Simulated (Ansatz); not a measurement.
Worked example: self-consistent single point of TaCu3Se3S (R3m, 8 atoms in the cell) in Ansatz (a program for electronic structure).

Method of the run: PBEsol, default PAW files made with PBE (plane waves; Ansatz).

The change in words: lattice scaled by 0.98; basis.ecutwfc: 420 eV → 230 eV. Reference geometry:
```xyz
8
Lattice="3.9738 2.2943 3.2958 -3.9738 2.2943 3.2958 0.0000 -4.5885 3.2958" Properties=species:S:1:pos:R:3 pbc="T T T"
Ta     0.0000     0.0000     9.9328
Cu     1.9525     1.1273     1.6817
Cu    -1.9525     1.1273     1.6817
Cu     0.0000    -2.2546     1.6817
Se     0.0000     2.2692     5.7891
Se    -1.9652    -1.1346     5.7891
Se     1.9652    -1.1346     5.7891
S      0.0000     0.0000     2.3109
```

Reference input (self-consistent single point, DFT, PBEsol, plane waves, default PAW files made with PBE): basis.ecutwfc = 420 eV; kpoints.mp_grid.grid = 3 3 3; hamiltonian.xc = pbesol; hamiltonian.pseudopotentials = {kind: paw} (the program's default PAW files); scf.occupations.method = fixed. This run's input differs from it in these lines:

Ansatz 0.2 input:
```diff
@@ -2,16 +2,16 @@
   lattice:
-    - [3.97379300, 2.29427000, 3.29581300]
-    - [-3.97379300, 2.29427000, 3.29581300]
-    - [0.00000000, -4.58854100, 3.29581300]
+    - [3.89431700, 2.24838500, 3.22989700]
+    - [-3.89431700, 2.24838500, 3.22989700]
+    - [0.00000000, -4.49677000, 3.22989700]
   atoms:
-    - { symbol: Ta, position_ang: [0.00000000, -0.00000100, 9.93279268] }
-    - { symbol: Cu, position_ang: [1.95254306, 1.12730103, 1.68165563] }
-    - { symbol: Cu, position_ang: [-1.95254306, 1.12730103, 1.68165563] }
-    - { symbol: Cu, position_ang: [-0.00000000, -2.25460257, 1.68165563] }
-    - { symbol: Se, position_ang: [0.00000000, 2.26919337, 5.78909553] }
-    - { symbol: Se, position_ang: [-1.96517972, -1.13459756, 5.78909553] }
-    - { symbol: Se, position_ang: [1.96517972, -1.13459756, 5.78909553] }
-    - { symbol: S, position_ang: [-0.00000000, -0.00000023, 2.31089224] }
+    - { symbol: Ta, position_ang: [0.00000000, 0.00000000, 9.73413761] }
+    - { symbol: Cu, position_ang: [1.91349213, 1.10475521, 1.64802265] }
+    - { symbol: Cu, position_ang: [-1.91349213, 1.10475521, 1.64802265] }
+    - { symbol: Cu, position_ang: [0.00000000, -2.20951042, 1.64802265] }
+    - { symbol: Se, position_ang: [0.00000000, 2.22381015, 5.67331408] }
+    - { symbol: Se, position_ang: [-1.92587606, -1.11190508, 5.67331408] }
+    - { symbol: Se, position_ang: [1.92587606, -1.11190508, 5.67331408] }
+    - { symbol: S, position_ang: [0.00000000, -0.00000000, 2.26467458] }
 basis:
-  ecutwfc: 420.0
+  ecutwfc: 230.0
 kpoints:
```

Log, with long lists cut:

```
SCF iter   1: F=—  HF=-46718.432744 eV  |F-HF|=—  |Δ(HF+E_count)|=         —  Δρ=5.61e-2  dr2=2.41e0  ethr=1.77e-3  ⟨swp⟩=4.8  Hψ=1399  notcnv=0  defer=55
all-band conjugate gradients solve this SCF's bands
preconditioner: auto → Resta (q_TF=auto, 2.589 Å⁻¹)
SCF iter   2: F=—  HF=-46716.976129 eV  |F-HF|=—  |Δ(HF+E_count)|=    1.46e0  Δρ=8.82e-2  dr2=9.05e0  ethr=1.77e-3  ⟨swp⟩=3.0  Hψ=985  notcnv=0  defer=45
   [... lines left out ...]
SCF iter   7: F=—  HF=-46715.509084 eV  |F-HF|=—  |Δ(HF+E_count)|=   1.86e-4  Δρ=3.73e-4  dr2=2.47e-4  ethr=9.64e-7  ⟨swp⟩=1.8  Hψ=459  notcnv=0  defer=38
SCF iter   8: F=—  HF=-46715.509046 eV  |F-HF|=—  |Δ(HF+E_count)|=   3.84e-5  Δρ=4.72e-5  dr2=1.04e-5  ethr=1.99e-7  ⟨swp⟩=2.0  Hψ=556  notcnv=0  defer=38
SCF iter   9: F=—  HF=-46715.508529 eV  |F-HF|=—  |Δ(HF+E_count)|=   5.17e-4  Δρ=1.28e-5  dr2=4.74e-7  ethr=8.42e-9  ⟨swp⟩=2.0  Hψ=636  notcnv=0  defer=38
SCF iter  10: F=-46715.508529 eV  HF=-46715.508529 eV  |F-HF|=1.44e-8  |Δ(HF+E_count)|=   5.35e-7  Δρ=3.53e-6  dr2=3.58e-8  ethr=8.06e-11  ⟨swp⟩=10.3  Hψ=1880  notcnv=0
SCF 1 converged in 10 iterations: F = -46715.508529 eV  dr2 = 3.58e-8
Free energy (F): -46715.508529 eV
Internal energy: -46715.508529 eV  (E = F + TS)
E sigma→0 (E₀):  -46715.508529 eV
Fermi energy:    8.152000 eV
--- Forces (eV/Å), atoms counted from 1 ---
  atom   1  Ta    -0.00000000    -0.00000000    -1.53456265
  atom   2  Cu     0.02922928     0.01687553     0.03485327
  atom   3  Cu    -0.02922928     0.01687553     0.03485327
  atom   4  Cu     0.00000000    -0.03375107     0.03485327
  atom   5  Se    -0.00000000    -0.47407136    -0.03276279
  atom   6  Se     0.41055784     0.23703568    -0.03276279
  atom   7  Se    -0.41055784     0.23703568    -0.03276279
  atom   8  S      0.00000000     0.00000000     1.52821236
--- Stress (GPa, compression-positive) ---
        3.924697       0.000000       0.000000
       -0.000000       3.924697      -0.000000
        0.000000      -0.000000       6.169617
  P = ⅓ Tr σ = 4.6730 GPa (46.730 kbar)
  The stress holds the Pulay correction. Without it, at fixed plane waves, as pw.x and ABINIT print it: P = -98.7604 GPa
```

The run converged in 10 iterations. Against the reference run the free energy rises by 2.36 eV/atom, the pressure goes from -2.51 to 4.67 GPa, the largest force goes from 1.250 to 1.535 eV/Å and the gap on the mesh goes from 1.962 to 2.150 eV.

The starting cell comes from a database of computed structures (which also holds hypothetical and non-ambient phases and stackings), without a prior relaxation at this level. Its lattice was rescaled by up to half a per cent. One atom was moved a little off its site on purpose. For this run, on top of that: lattice scaled by 0.98. Spin-orbit coupling is off. Forces in this geometry exceed 1 eV/Å. Ansatz's pressure includes its estimate of the finite-basis (Pulay) stress. Without the estimate this run gives -98.76 GPa. The cutoff lies below the one recommended for these files.
